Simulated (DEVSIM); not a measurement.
Device: InP/In0.53Ga0.47As p-n heterojunction, at 300 K.

Layer 1 from the left is InP, thickness (μm) 1.40, Na (cm⁻³) 2.3e17, τn (s) 6.1e-10, τp (s) 6.1e-10. Layer 2 from the left is In0.53Ga0.47As, thickness (μm) 2.80, Nd (cm⁻³) 1.3e16, τn (s) 6.1e-10, τp (s) 6.1e-11.

Left contact: ohmic. Right contact: ohmic. Voltage is applied to the left contact. Recombination: SRH at mid-gap, radiative. Mobility is constant in doping.

Constants are typed, rounded textbook-type inputs, not results; the design itself was drawn at random and stands for no fabricated device. Values at 300 K.

InP: gap (eV) 1.344, affinity (eV) 4.38, permittivity 12.5, Nc (cm⁻³) 5.7e17, Nv (cm⁻³) 1.1e19, μn (cm²/Vs) 5200, μp (cm²/Vs) 170, B (cm³/s) 1.2e-10. In0.53Ga0.47As: gap (eV) 0.74, affinity (eV) 4.51, permittivity 13.9, Nc (cm⁻³) 2.1e17, Nv (cm⁻³) 7.7e18, μn (cm²/Vs) 12000, μp (cm²/Vs) 300, B (cm³/s) 9.6e-11.

Model (solved in DEVSIM): 1D drift-diffusion, Boltzmann statistics, complete ionisation; no tunnelling, impact ionisation, image-force lowering or self-heating. Band offsets follow the typed affinities; no thermionic-emission limit at abrupt steps, no polarisation charge.

**Question.** What does the simulation give for the dark forward voltage at 1 A/cm², the potential step across the device at zero bias, the largest field in the device at zero bias?

**Answer.** dark forward voltage at 1 A/cm² 0.354 V; potential step across the device at zero bias 1.042 V; largest field in the device at zero bias 160000 V/cm.
